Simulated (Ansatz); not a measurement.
## Zr under a change: isotropic strain +0.50 %

Take Zr in the hcp (Mg type) structure (space group P6_3/mmc, No. 194; a = 3.1438 Å, c = 5.0928 Å; relaxed with 0.1 eV smearing) as the base.

It is then changed as follows: every lattice vector is stretched by 0.50 %, atoms relaxed at fixed cell.

All numbers come from plane-wave PAW DFT at the LDA level (Ansatz, a quantum-chemistry and plane-wave program, 420 eV), spin-orbit coupling left out. Γ-centred 21×21×12 mesh, Fermi–Dirac width 0.1 eV.

| quantity | base | changed | shift |
|---|---|---|---|
| volume per atom | 21.80 Å³ | 22.12 Å³ | +0.329 Å³ |
| space group | P6_3/mmc (No. 194) | P6_3/mmc (No. 194) | – |
| shortest interatomic distance | 3.127 Å | 3.143 Å | +0.016 Å |
| energy relative to the base (free energy F) | 0 meV/atom | +1.6 meV/atom | +1.6 meV/atom |
| pressure (mean of the normal stresses, compression positive) | 0.0 GPa | -1.5 GPa | -1.5 GPa |
| band gap | zero | zero | – |

Cost of the whole job for the changed cell (relaxation, final SCF and bands): roughly 19 core-seconds.

Whether these cells are dynamically stable was not tested. All final runs are without spin polarisation.
